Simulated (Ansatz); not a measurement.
Sr2Ta2O7 (Cmcm, No. 63, 22 atoms in the cell; start mp-12286) was calculated with PBEsol+SOC in Ansatz (PAW).

Run with plane-wave cutoff 520 eV, 10×10×6 k mesh (along the axes of the cell as run), Fermi–Dirac smearing 0.01 eV, PAW data made under PBE.

Cell (relaxed with PBEsol):

Sr$_{2}$Ta$_{2}$O$_{7}$ is taken in the orthorhombic space group Cmcm (No. 63), Pearson symbol oS44. Lattice parameters: a = 3.946 Å, b = 27.259 Å, c = 5.678 Å, α = 90.00°, β = 90.00°, γ = 90.00°. Sr1 on 4c sees 6 O at 2.476–2.543 Å. Sr2 on 4c is coordinated by 12 O at 2.603–2.845 Å (cuboctahedral). Ta1 on 4c sees 2 O at 1.868 Å and 2 O at 1.994 Å and 2 O at 2.140 Å. Ta2 on 4c is surrounded by 6 O at 1.906–2.060 Å (octahedral). O1 on 4a has 2 Ta at 2.060 Å and 4 Sr at 2.836 Å (octahedral). O2 on 4c has 2 Ta at 1.985 Å and 3 Sr at 2.735–2.845 Å (square pyramidal). O3 on 8f is coordinated by 1 Ta at 1.906 Å and 1 Ta at 2.140 Å and 2 Sr at 2.703 Å. O4 on 8f sees 1 Ta at 1.868 Å and 3 Sr at 2.476–2.543 Å (tetrahedral). 1 further independent sites are not listed. (Neighbours: up to the widest gap in distance over summed covalent radii, below 1.35, at either atom; cation-cation and far metal-metal contacts left out.)
(The calculation used a cell of 22 atoms; values per cell refer to that cell.)

### Question
Give the computed band gap.

### Answer

- band gap = 2.90 eV (direct)

Note: cell and atoms aren't relaxed at this level.

Computing time: about 3 core-hours (a rough figure).

A start named mp-… is a Materials Project structure, which need not be a measured phase.

Ansatz is a first-principles code.
